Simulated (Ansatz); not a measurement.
The reference is WSi2 (space group I4/mmm, No. 139; a = 3.229 Å, c = 7.870 Å; relaxed with 0.1 eV smearing).

Computed with PBE, PAW, 420 eV (Ansatz, an electronic-structure program; no spin-orbit coupling).

Strains are applied to the cell and any free atomic positions relax.

One change was made to it. Results:

| quantity | base | after |
|---|---|---|
| energy relative to the base (free energy F) | 0 meV/atom | +20 meV/atom |
| pressure (mean of the normal stresses, compression positive) | 0.0 GPa | 10.9 GPa |

Question: Name the change that was made.
A. isotropic strain −1.50 %
B. isotropic strain −0.50 %
C. isotropic strain +1.00 %

Answer: A, isotropic strain −1.50 %. For comparison, the energy relative to the base in the other runs: isotropic strain −0.50 % gives +2.1 meV/atom; isotropic strain +1.00 % gives +8.1 meV/atom.

No phonon test of stability was made. All final runs are without spin polarisation.
